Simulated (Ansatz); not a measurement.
The reference is SnS in the rock salt structure (space group Fm-3m, No. 225; a = 5.744 Å). Axes: x, y, z lie along the cube axes.

All numbers come from DFT with PBEsol, PAW potentials and a 420 eV plane-wave cutoff in Ansatz (a quantum-chemistry and plane-wave program), without spin-orbit coupling.

Free-standing slabs (2 atom(s) a layer) normal to the z axis with 15 Å of vacuum; in-plane cell held at bulk.

One change was made to it. Results:

```csv
quantity,base,after
excess energy per area of both faces (slab less bulk energy over the cell's area: twice a surface energy),–,0.20 J/m²
shortest interatomic distance,2.872 Å,2.553 Å
```

Question: What was done to the base?
(A) 3 layers
(B) 4 layers
(C) 2 layers
(D) 6 layers
(E) 5 layers

Answer: C, 2 layers. For comparison, the excess energy per area of both faces in the other runs: 4 layers gives 0.25 J/m²; 6 layers gives 0.28 J/m²; 5 layers gives 0.5 J/m²; 3 layers gives 0.59 J/m².

The excess energy carries the mismatch between the slab's and the bulk's meshes. Stability against distortions was not tested. The final runs are not spin-polarised.
